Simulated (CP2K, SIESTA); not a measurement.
A SIESTA input for a self-consistent single point of Sr2SeS (R-3m, 4 atoms in the cell) (DFT, GGA PBEsol, numerical atomic orbitals DZP, PseudoDojo PBEsol standard norm-conserving potentials (rewritten from UPF to PSML)):

```
# files in the folder: Sr.psml Se.psml S.psml (PseudoDojo PBEsol standard)
SystemName  Sr2SeS
SystemLabel siesta

NumberOfAtoms                4
NumberOfSpecies              3
%block ChemicalSpeciesLabel
  1 38 Sr
  2 34 Se
  3 16 S
%endblock ChemicalSpeciesLabel
LatticeConstant              1.0 Ang
%block LatticeVectors
     2.206035000    1.273655000    7.213337000
    -2.206035000    1.273655000    7.213337000
     0.000000000   -2.547310000    7.213337000
%endblock LatticeVectors
AtomicCoordinatesFormat      Ang
%block AtomicCoordinatesAndAtomicSpecies
    -0.000000000   -0.000000000    5.348977919  1
    -0.000000000    0.000000000   16.291033081  1
     0.000000000    0.000000000    0.000000000  2
     0.000000000    0.000000000   10.820005500  3
%endblock AtomicCoordinatesAndAtomicSpecies

XC.functional                GGA
XC.authors                   PBEsol
PAO.BasisSize                DZP
PAO.EnergyShift              0.005 Ry
MeshCutoff                   300 Ry
%block kgrid.MonkhorstPack
    5   0   0  0.0
    0   5   0  0.0
    0   0   5  0.0
%endblock kgrid.MonkhorstPack
OccupationFunction           FD
ElectronicTemperature        580.23 K

MaxSCFIterations             150
SCF.Mixer.Method             Broyden
SCF.Mixer.Weight             0.1
SCF.Mixer.History            8
SCF.DM.Tolerance             1.0E-04
Diag.ParallelOverK           true
WriteForces                  true
```

Write the same calculation as an input for CP2K.

This is the input that was run; spellings and numerical settings could be chosen otherwise.

```
&GLOBAL
  PROJECT scf
  RUN_TYPE ENERGY_FORCE
  PRINT_LEVEL MEDIUM
&END GLOBAL
&FORCE_EVAL
  METHOD Quickstep
  STRESS_TENSOR ANALYTICAL
  &DFT
    BASIS_SET_FILE_NAME BASIS_MOLOPT
    POTENTIAL_FILE_NAME GTH_POTENTIALS
    &QS
      METHOD GPW
      EPS_DEFAULT 1E-10
    &END QS
    &MGRID
      CUTOFF 500
      REL_CUTOFF 40
      NGRIDS 5
    &END MGRID
    &SCF
      SCF_GUESS ATOMIC
      EPS_SCF 1E-7
      MAX_SCF 100
      ADDED_MOS 6
      &DIAGONALIZATION
        ALGORITHM STANDARD
      &END DIAGONALIZATION
      &MIXING
        METHOD BROYDEN_MIXING
        ALPHA 0.4
        NBUFFER 12
        BETA 1.5
      &END MIXING
      &SMEAR ON
        METHOD FERMI_DIRAC
        ELECTRONIC_TEMPERATURE [K] 580.23
      &END SMEAR
    &END SCF
    &KPOINTS
      SCHEME MONKHORST-PACK 5 5 5
    &END KPOINTS
    &XC
      &XC_FUNCTIONAL
        &PBE
          PARAMETRIZATION PBESOL
        &END PBE
      &END XC_FUNCTIONAL
    &END XC
    &PRINT
      &MO
        EIGENVALUES T
        OCCUPATION_NUMBERS T
        NDIGITS 8
        FILENAME mo
        &EACH
          QS_SCF 0
        &END EACH
        ADD_LAST NUMERIC
      &END MO
      &MULLIKEN ON
      &END MULLIKEN
    &END PRINT
  &END DFT
  &SUBSYS
    &CELL
      A 7.64990300 0.00000000 0.00000000
      B 6.37757600 4.22463500 0.00000000
      C 6.37757600 1.92072500 3.76276000
      PERIODIC XYZ
    &END CELL
    &COORD
      Sr       5.04372149     1.51901008     0.93007902
      Sr      15.36133351     4.62634992     2.83268098
      Se       0.00000000     0.00000000     0.00000000
      S       10.20252750     3.07268000     1.88138000
    &END COORD
    &KIND Sr
      BASIS_SET DZVP-MOLOPT-SR-GTH
      POTENTIAL GTH-PBE-q10
    &END KIND
    &KIND Se
      BASIS_SET DZVP-MOLOPT-SR-GTH
      POTENTIAL GTH-PBE-q6
    &END KIND
    &KIND S
      BASIS_SET DZVP-MOLOPT-SR-GTH
      POTENTIAL GTH-PBE-q6
    &END KIND
  &END SUBSYS
  &PRINT
    &FORCES ON
    &END FORCES
    &STRESS_TENSOR ON
    &END STRESS_TENSOR
  &END PRINT
&END FORCE_EVAL
```

Basis, cutoffs, solver keys and any potentials are the target program's own. This input uses DFT PBEsol, GPW, DZVP-MOLOPT-SR-GTH basis, GTH-PBE potentials (GTH_POTENTIALS).

The starting cell comes from a database of computed structures (which also holds hypothetical and non-ambient phases and stackings), without a prior relaxation at this level. Its lattice was rescaled by a random factor within 2.5 % of one.
